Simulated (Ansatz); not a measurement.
# Hypothetical CsCl type SiGe, response to strain

Consider SiGe in the CsCl type structure (space group Pm-3m, No. 221; a hypothetical phase, not in the database extracts checked; relaxed with 0.1 eV smearing).

```yaml
crystal:
  lattice:
    - [3.20028, 0.00000, 0.00000]
    - [0.00000, 3.20028, 0.00000]
    - [0.00000, 0.00000, 3.20028]
  atoms:
    - { symbol: Ge, position: [0.00000, 0.00000, 0.00000] }
    - { symbol: Si, position: [0.50000, 0.50000, 0.50000] }
```

Cartesian axes are those of the cell as printed.

Strains are applied to the cell and any free atomic positions relax; under biaxial strain the out-of-plane vector relaxes too.

Calculations: Kohn–Sham DFT with the PBEsol functional, run in Ansatz (a quantum-chemistry and plane-wave program) with PAW and 420 eV plane waves, without spin-orbit coupling.

Notes on the quantities. energy relative to the base: free energy F; pressure: mean of the normal stresses, compression positive.

```json
[
 {"variant": "base", "energy relative to the base": "0 meV/atom", "space group": "Pm-3m (No. 221)", "pressure": "0.0 GPa", "shortest interatomic distance": "5.237 bohr"},
 {"variant": "biaxial strain +1.20 %, plane normal [110], relaxed out of plane", "energy relative to the base": "+0.9 meV/atom", "space group": "Cmmm (No. 65)", "pressure": "-0.5 GPa", "shortest interatomic distance": "5.200 bohr"},
 {"variant": "biaxial strain +1.31 %, plane normal [111], relaxed out of plane", "energy relative to the base": "+1.6 meV/atom", "space group": "R-3m (No. 166)", "pressure": "-0.8 GPa", "shortest interatomic distance": "5.161 bohr"},
 {"variant": "isotropic strain −1.71 %", "energy relative to the base": "+12 meV/atom", "space group": "Pm-3m (No. 221)", "pressure": "4.9 GPa", "shortest interatomic distance": "5.148 bohr"},
 {"variant": "isotropic strain −0.94 %", "energy relative to the base": "+3.6 meV/atom", "space group": "Pm-3m (No. 221)", "pressure": "2.6 GPa", "shortest interatomic distance": "5.188 bohr"},
 {"variant": "isotropic strain +3.40 %", "energy relative to the base": "+40 meV/atom", "space group": "Pm-3m (No. 221)", "pressure": "-6.8 GPa", "shortest interatomic distance": "5.415 bohr"},
 {"variant": "isotropic strain +5.61 %", "energy relative to the base": "+101 meV/atom", "space group": "Pm-3m (No. 221)", "pressure": "-9.5 GPa", "shortest interatomic distance": "5.531 bohr"},
 {"variant": "uniaxial strain ε_xx = +2.97 %", "energy relative to the base": "+2.6 meV/atom", "space group": "P4/mmm (No. 123)", "pressure": "-2.3 GPa", "shortest interatomic distance": "5.290 bohr"},
 {"variant": "uniaxial strain ε_yy = +4.06 %", "energy relative to the base": "+5.0 meV/atom", "space group": "P4/mmm (No. 123)", "pressure": "-3.0 GPa", "shortest interatomic distance": "5.309 bohr"},
 {"variant": "tensor shear ε_xz = −3.76 %", "energy relative to the base": "+6.4 meV/atom", "space group": "Cmmm (No. 65)", "pressure": "0.5 GPa", "shortest interatomic distance": "5.107 bohr"}
]
```

No phonon test of stability was made. All final runs are without spin polarisation.
